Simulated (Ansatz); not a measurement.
Take ZrO₂ in the fluorite structure (space group Fm-3m, No. 225; a = 5.116 Å) as the base.

Computed with PBE (Ansatz, an electronic-structure program, PAW, no spin-orbit coupling), earlier PAW set.

Carriers are added at fixed cell with a uniform background; the Fermi–Dirac width is that of 300 K.

One change was made to it. Results:

| quantity | base | after |
|---|---|---|
| gap character | indirect, X → Γ | indirect, X → Γ |
| Fermi level relative to the doped band's edge (positive inside the band; to 0.05 eV) | – | +0.25 eV |
| gap between the host's bands | 3.32 eV | 3.43 eV |

**Question.** What was done to the base?
(A) holes 5.0×10^21 cm⁻³
(B) holes 3.0×10^21 cm⁻³
(C) electrons 2.0×10^22 cm⁻³

**Answer.** B, holes 3.0×10^21 cm⁻³. For comparison, the gap between the host's bands in the other runs: electrons 2.0×10^22 cm⁻³ gives 3.66 eV; holes 5.0×10^21 cm⁻³ gives 3.51 eV.

Carriers are added with a uniform compensating background; total energy and stress of such cells depend on the potential's zero and are not compared; many-body gap narrowing is missing at this level. Stability against distortions was not tested. This is not the structure that ZrO2 has at room temperature and ambient pressure.
